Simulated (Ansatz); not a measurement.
The reference is NbAgO3 in the cubic perovskite structure (space group Pm-3m, No. 221; a = 3.950 Å; a cell from a computed database, its experimental status unchecked).

It is then changed as follows: a hydrostatic pressure of 7.5 GPa.

Levels (all Ansatz, an electronic-structure program, PAW): PBEsol (420 eV, no SOC); PBEsol+SOC (420 eV, noncollinear with spin-orbit coupling).

The geometry is relaxed with PBEsol.

* **PBEsol band gap**: 1.44 eV
* **PBEsol smallest direct gap**: 1.60 eV
* **PBEsol width of the top valence band**: 1.18 eV

Task: What does PBEsol+SOC give at this geometry for the band gap, smallest direct gap and width of the top valence band?

Result: The band gap decreases by 0.02 eV to 1.42 eV; the smallest direct gap shrinks by 0.12 eV (1.60 eV → 1.48 eV); the width of the top valence band falls by 0.03 eV (1.18 eV → 1.15 eV).

Single points use the geometry relaxed with PBEsol. The spin-orbit shifts are approximate. Load acts through the strain it causes; cell and atoms are relaxed under it. Whether these cells are dynamically stable was not tested. No other phases were tried under pressure. Many cubic perovskites are stable only at high temperature; tilts and polar distortions were not tested.
